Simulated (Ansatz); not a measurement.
**Tl: biaxial strain −3.00 %, plane normal [001], relaxed out of plane**

Start from Tl in the hcp (Mg type) structure (space group P6_3/mmc, No. 194; a = 3.476 Å, c = 5.472 Å; relaxed with 0.1 eV smearing). Axes: x lies along a and z along c of the hexagonal cell.

Now apply this change: biaxial strain −3.00 %, plane normal [001], relaxed out of plane (Cartesian); in-plane vectors clamped, the third vector and the atoms free.

The values are results of DFT with PBEsol, PAW potentials and a 420 eV plane-wave cutoff in Ansatz (a first-principles code), no spin-orbit coupling, not measurements. Γ-centred 19×19×11 mesh, Fermi–Dirac width 0.1 eV.

| quantity | base | changed | shift |
|---|---|---|---|
| volume per atom | 28.63 Å³ | 27.88 Å³ | -0.75 Å³ |
| pressure (mean of the normal stresses, compression positive) | 0.0 GPa | 1.0 GPa | +1.0 GPa |
| band gap | zero | zero | – |
| out-of-plane strain | – | +3.49 % | – |
| ratio −ε⊥/ε∥ | – | 1.16 | – |

No phonon test of stability was made.
